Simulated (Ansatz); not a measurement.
Seebeck coefficient (μV/K, mean over directions) of n-type BAs (F-43m) against carrier density, HSE06, rigid bands (Ansatz, a first-principles code). Computed gap 1.82 eV; densities at which minority carriers matter at this gap, or further valleys turn the trend, are left out. Conductivity mass 0.29 mₑ (harmonic mean over directions), N_c = 3.3e19 cm⁻³ at 300 K.

| electron density | 300 K | 500 K | 800 K |
|---|---|---|---|
| 1e16 cm⁻³ | -909 | (withheld) | -1040 |
| 1e17 cm⁻³ | -710 | -777 | -841 |
| 1e18 cm⁻³ | (withheld) | -579 | -643 |
| 3e18 cm⁻³ | -418 | -484 | -549 |
| 1e19 cm⁻³ | -316 | -381 | -445 |
| 3e19 cm⁻³ | -226 | -289 | (withheld) |
| 1e20 cm⁻³ | -137 | -193 | -252 |
| 3e20 cm⁻³ | -75 | -117 | -170 |
| 1e21 cm⁻³ | -37 | -64 | -101 |

Task: Fill in the missing entries.

Result: 
- 1e16 cm⁻³, 500 K: -975
- 1e18 cm⁻³, 300 K: -512
- 3e19 cm⁻³, 800 K: -352

Rigid bands with a gap fixed in temperature, one relaxation time for all states, no polarons or phonon drag, and whether or not such doping can be reached. Spin-orbit coupling is left out. Geometry: cell and atoms relaxed with PBEsol.
